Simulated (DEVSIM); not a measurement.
**Schottky contact on n-type GaAs**

Device: Schottky contact on n-type GaAs, at 300 K.

```
layer (left to right)  material  thickness (μm)  Nd (cm⁻³)  τn (s)  τp (s)
---------------------  --------  --------------  ---------  ------  ------
1                          GaAs            11.0     7.6e15  7.6e-9  7.6e-9
```

Left contact: Schottky, work function 4.81 eV, emission velocity 1.8e6 cm/s. Right contact: ohmic. Voltage is applied to the left contact. Recombination: SRH at mid-gap, radiative, Auger. Mobility is μmin + (μ − μmin)/(1 + (N/Nref)^α).

This is a model device: material constants are rounded textbook-type values typed into the input, and sizes, dopings and lifetimes were drawn at random. Values at 300 K.

```csv
parameter,GaAs
gap (eV),1.424
affinity (eV),4.07
permittivity,12.9
Nc (cm⁻³),4.7e17
Nv (cm⁻³),9e18
μn (cm²/Vs),8500
μp (cm²/Vs),400
"μn,min",500
"μp,min",20
"Nref,n",6e16
"Nref,p",1.5e17
αn,0.39
αp,0.38
B (cm³/s),2e-10
Cn (cm⁶/s),1e-30
Cp (cm⁶/s),1e-30
```

Simulated with DEVSIM: 1D drift-diffusion, Boltzmann statistics, complete ionisation; no tunnelling, impact ionisation, image-force lowering or self-heating. Metal contacts follow the ideal Schottky-Mott rule: no Fermi-level pinning, no interface dipoles.

The potential step across the device at zero bias is 0.633 V, the largest field in the device at zero bias is 36000 V/cm and the dark forward voltage at 1 A/cm² comes out as 0.435 V. The dark forward voltage at 100 A/cm² is 0.572 V.

Small-signal capacitance in reverse bias (quasi-static):

```tsv
V (V)	C (nF/cm²)
-0.04	32.8
-0.1	31.3
-0.2	29.3
-0.3	27.7
-0.4	26.3
-0.6	24.0
-0.8	22.2
-1	20.8
-1.3	19.1
-1.6	17.7
-2	16.3
```

Dark forward current:

(V (V), J (A/cm²)): (0.05, 2.9e-7); (0.10, 2.3e-6); (0.15, 1.6e-5); (0.20, 0.00011); (0.25, 0.00079); (0.30, 0.0054); (0.35, 0.038); (0.40, 0.26); (0.45, 1.8); (0.50, 12); (0.55, 60); (0.60, 190); (0.65, 400); (0.70, 650); (0.75, 920); (0.80, 1200); (0.85, 1500); (0.90, 1800); (0.95, 2100)
